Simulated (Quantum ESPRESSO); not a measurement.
A self-consistent single point of Y (P1, 4 atoms in the cell) with Quantum ESPRESSO.

Level of theory: PBE, PseudoDojo standard norm-conserving (PBE) pseudopotentials (plane waves; Quantum ESPRESSO).

The change in words: lattice scaled by 0.98. Reference geometry:
```
Y
1.0
    3.62122     0.00000     0.00000
   -1.81061     3.13607     0.00000
    0.00000     0.00000    11.65131
Y
4
Direct
  0.00247   0.98578   0.00691
  0.01651   0.01023   0.50118
  0.32926   0.65056   0.23634
  0.65177   0.35342   0.75557
```

Reference input (self-consistent single point, DFT, PBE, plane waves, PseudoDojo standard norm-conserving (PBE) pseudopotentials): ecutwfc = 75 Ry; occupations = smearing; smearing = fermi-dirac; degauss = 0.0073499 Ry; potentials = {Y: Y.upf}; K_POINTS = automatic 6 6 2 0 0 0; conv_thr = 1e-09 Ry; mixing_beta = 0.5. This run's input differs from it in these lines:

```diff
@@ -31,5 +31,5 @@
 CELL_PARAMETERS angstrom
-   3.6212220000     0.0000000000     0.0000000000
-  -1.8106110000     3.1360700000     0.0000000000
-   0.0000000000     0.0000000000    11.6513050000
+   3.5487980000     0.0000000000     0.0000000000
+  -1.7743990000     3.0733490000     0.0000000000
+   0.0000000000     0.0000000000    11.4182790000
```

The program printed (abridged):

```
     Self-consistent Calculation

     iteration #  1     ecut=    75.00 Ry     beta= 0.50

     Threshold (ethr) on eigenvalues was too large:
     Diagonalizing with lowered threshold

     total energy              =    -326.20967216 Ry
     estimated scf accuracy    <       0.26957715 Ry

     iteration #  2     ecut=    75.00 Ry     beta= 0.50

     total energy              =    -325.57286104 Ry
     estimated scf accuracy    <      22.80591580 Ry

     iteration #  3     ecut=    75.00 Ry     beta= 0.50

     total energy              =    -326.36479080 Ry
     estimated scf accuracy    <       0.13916570 Ry

   [... 12 blocks of this kind left out ...]

     iteration # 16     ecut=    75.00 Ry     beta= 0.50

     total energy              =    -326.38252234 Ry
     estimated scf accuracy    <          1.7E-09 Ry

     iteration # 17     ecut=    75.00 Ry     beta= 0.50
     End of self-consistent calculation

     the Fermi energy is    10.1778 ev

!    total energy              =    -326.38252234 Ry
     estimated scf accuracy    <          7.4E-11 Ry
     smearing contrib. (-TS)   =      -0.01399947 Ry
     internal energy E=F+TS    =    -326.36852287 Ry

     convergence has been achieved in  17 iterations

     Forces acting on atoms (cartesian axes, Ry/au):

     atom    1 type  1   force =    -0.00240214    0.00159318   -0.02309438
     atom    2 type  1   force =    -0.00304512   -0.00068177   -0.00527955
     atom    3 type  1   force =     0.00076217    0.00158451    0.03333692
     atom    4 type  1   force =     0.00468508   -0.00249592   -0.00496299

     Total force =     0.041791     Total SCF correction =     0.000030

          total   stress  (Ry/bohr**3)                   (kbar)     P=       20.84
   0.00011893   0.00001188   0.00000549           17.50        1.75        0.81
   0.00001188   0.00014304   0.00000137            1.75       21.04        0.20
   0.00000549   0.00000137   0.00016304            0.81        0.20       23.98

   JOB DONE.
```

The run converged in 17 iterations. Against the reference run the free energy goes up by 9.8 meV/atom, the pressure goes from -0.37 to 2.08 GPa and the largest force goes from 0.748 to 0.858 eV/Å. The full log also holds: “c_bands:  1 eigenvalues not converged”.

The starting cell was generated: these elements placed on a structure prototype, without a prior relaxation; it need not be a known phase or ordering of this composition. Its atoms were displaced at random from the sites of space group no. 194. For this run, on top of that: lattice scaled by 0.98.

Cost on one core of a shared machine: roughly 5 min.
